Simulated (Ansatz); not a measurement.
System: 1T (CdI2-type) PtTe2. Method: PBE (Ansatz, a program for electronic structure, PAW).

Numerical settings: plane-wave cutoff 520 eV, 18×18×12 k mesh (along the axes of the cell as run), Fermi–Dirac smearing 0.061 eV (set by the program), scalar-relativistic PAW data made under PBE.

Computed at the level's own relaxed cell.

Task: Give the computed Voigt–Reuss–Hill bulk modulus, elastic constant C12, elastic constant C44, elastic constant C13, elastic constant C11, elastic constant C33 and elastic constant C66.

Result: 
Voigt–Reuss–Hill bulk modulus: 44.3 GPa
elastic constant C12: 44.3 GPa
elastic constant C44: 21.5 GPa
elastic constant C13: 24.3 GPa
elastic constant C11: 137 GPa
elastic constant C33: 35.0 GPa
elastic constant C66: 46.5 GPa

Note: the cell comes from a level without a dispersion term, which matters for the spacing of layers, chains or molecules.

Elastic constants are with the ions relaxed.

Spin–orbit coupling is not included.

The computed numbers hold no vibrational or temperature effects.

It cost around 90 core-minutes (rough) of CPU time.
